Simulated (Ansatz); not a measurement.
# A computed series for Mg: element substitutions

Consider Mg in the hcp (Mg type) structure (space group P6_3/mmc, No. 194).

```yaml
crystal:
  lattice:
    - [3.17305, 0.00000, 0.00000]
    - [-1.58653, 2.74794, 0.00000]
    - [0.00000, 0.00000, 5.18267]
  atoms:
    - { symbol: Mg, position: [0.33333, 0.66667, 0.75000] }
    - { symbol: Mg, position: [0.66667, 0.33333, 0.25000] }
```

Each row replaces one element on all its sites; cell and atoms are relaxed.

Method: r2SCAN (Ansatz, a quantum-chemistry and plane-wave program; PAW; 500 eV plane waves; no spin-orbit coupling).

Candidates:
(a) Mg → Na
(b) Mg → Li
(c) Mg → Zr

For the base:

| Quantity | Result |
|---|---|
| Lattice parameter a | 3.173 Å |

Q: Order them by lattice parameter a, highest first.

A: (a) Mg → Na (3.764 Å), (c) Mg → Zr (3.246 Å), (b) Mg → Li (3.098 Å)

Whether these cells are dynamically stable was not tested. The final runs are not spin-polarised. This is not the structure that Na has at room temperature and ambient pressure. This is not the structure that Li has at room temperature and ambient pressure.
